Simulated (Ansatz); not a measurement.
Adsorption energy and surface dipole of N on the 1x1 (111) surface of fcc Cu, one in a 1x1 cell, started at the site 'hollow Cu-Cu-Cu over Cu at depth 4.1 Å', worked from the runs' numbers; total energies count from the potentials' own zero.

These are PBE (plane waves to 420 eV, PAW; Ansatz, a program for electronic structure) values and carry that method's errors.

Set-up: 5 atoms, 6.2 Å thick at the start under the adsorbate (thin: gaps and levels are the slab's own); mesh 12x12x1; 0.1 eV smearing; dipole correction on; 2 atoms held, the rest relaxed; held to the start's symmetry, so lower structures may exist; spin-polarised, no spin-orbit, no U, no dispersion correction. The starting moment vanished. At the end it is bonded to 3 Cu. In PBE it is, or lies within 0.03 eV of, the lowest of the starts that converged.

```tsv
quantity	value
slab with the adsorbate	-26880.694 eV
clean slab, same cell and mesh	-26499.760 eV
reference, ½ N2(g)	-384.013 eV
area of the cell	5.71 Å²
change of the step from the bottom to the top vacuum level	2.697 eV
```

Q: What is the adsorption energy against this reference?

A: E(slab + adsorbate) − E(slab) − E(reference) = 3.08 eV, so in this state the adsorbate is less stable than in the reference, at a coverage of 17.53 a nm².

Q: What dipole does adsorption add to the slab along the outward normal (Helmholtz relation, ε₀ = 0.005526 e/(V·Å))?

A: p = −ε₀·A·ΔV = -0.085 e·Å = -0.41 D; its negative end points to the vacuum, which raises the vacuum level.
